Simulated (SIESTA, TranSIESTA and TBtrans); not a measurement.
## Rh chain bridged by a linear C2 unit along the axis

Junction: Rh chain bridged by a linear C2 unit along the axis. Leads: straight Rh chain, spacing 2.3 Å. Geometry: as built, not relaxed.

TranSIESTA and TBtrans, PBE, DZP numerical orbitals (energy shift 0.15 eV), PseudoDojo norm-conserving scalar-relativistic potentials, mesh cutoff 200 Ry, 300 K, spin-polarised (collinear), no spin-orbit coupling; self-consistent non-equilibrium Green functions.

| Property | Value |
|---|---|
| Conductance at 300 K (G0 = 2e²/h) | 2.30 |
| Mean T from −0.5 to 0.5 eV | 2.31 |

Energies count from the leads' Fermi level. Transmissions are for each spin. The energy step is 0.01 eV; narrower resonances are cut or missed.

| E (eV) | T up | T down | lead channels up | down |
|---|---|---|---|---|
| -1.95 | 2.13 | 2.12 | 3 | 3 |
| -1.80 | 2.14 | 2.12 | 3 | 3 |
| -1.65 | 2.14 | 2.13 | 3 | 3 |
| -1.50 | 2.15 | 2.13 | 3 | 3 |
| -1.35 | 2.17 | 2.14 | band edge | 3 |
| -1.20 | 2.20 | 2.15 | 6 | 3 |
| -1.05 | 2.21 | 2.17 | 6 | 3 |
| -0.90 | 2.23 | 2.18 | 6 | band edge |
| -0.75 | 2.25 | 2.18 | 6 | 6 |
| -0.60 | 2.27 | 2.19 | 6 | 6 |
| -0.45 | 2.30 | 2.22 | band edge | 6 |
| -0.30 | 2.30 | 2.25 | 4 | 6 |
| -0.15 | 2.30 | 2.28 | 4 | 6 |
| 0.00 | 2.29 | 2.31 | 4 | 6 |
| 0.15 | 2.30 | 2.33 | 4 | 4 |
| 0.30 | 2.34 | 2.33 | 4 | 4 |
| 0.45 | 2.45 | 2.31 | 4 | 4 |
| 0.60 | 2.54 | 2.28 | 4 | 4 |
| 0.75 | 2.14 | 2.22 | 3 | 4 |
| 0.90 | 0.16 | 2.14 | 1 | 4 |
| 1.05 | 0.11 | 1.97 | 1 | 3 |
| 1.20 | 0.085 | 0.43 | 1 | band edge |
| 1.35 | 0.071 | 0.10 | 1 | 1 |
| 1.50 | 0.061 | 0.078 | 1 | 1 |
| 1.65 | 0.055 | 0.064 | 1 | 1 |
| 1.80 | 0.050 | 0.055 | 1 | 1 |
| 1.95 | 0.046 | 0.049 | 1 | 1 |

The magnetic order of the leads was set by the start, and no other order was tried; the separate lead runs end at 0.62 (left) and 0.62 (right) μB an atom. The straight chain is held at its spacing; free chains may zigzag or dimerise.
